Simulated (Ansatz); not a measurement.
Start from HfO₂ in the rutile structure (space group P4_2/mnm, No. 136; a = 4.830 Å, c = 3.210 Å; a cell from a computed database, its experimental status unchecked). Axes: x, y, z lie along a, b, c of the conventional cell.

Now apply this change: uniaxial stress, 5 GPa tension along z, with the cell and atoms free to relax against it.

Levels (all Ansatz, a program for electronic structure, PAW): PBEsol (420 eV, no SOC); PBEsol+SOC (420 eV, spin-orbit coupling included).

The geometry is relaxed with PBEsol.

```
Quantity                                      Value
----------------------------  ---------------------
PBEsol pressure                          -16.7 kbar
PBEsol band gap                             3.92 eV
PBEsol valence-band top at Γ  0.00, -0.36, -0.36 eV
```

### Question
Predict the pressure, band gap and valence-band top at Γ from PBEsol+SOC.

### Answer
The pressure falls by 2.8 kbar, from -16.7 kbar to -19.5 kbar; the band gap falls by 0.01 eV, from 3.92 eV to 3.91 eV; the valence-band top at Γ (three highest Kramers pairs, from the VBM) changes from 0.00, -0.36, -0.36 eV to 0.00, -0.33, -0.38 eV.

Single points use the geometry relaxed with PBEsol. Differences between runs with and without spin-orbit coupling are approximate. Spin-orbit coupling, missing from the scalar runs, can matter with Hf. Load acts through the strain it causes; cell and atoms are relaxed under it. Beyond what the load breaks, stability against distortions was not tested. This is not the structure that HfO2 has at room temperature and ambient pressure.
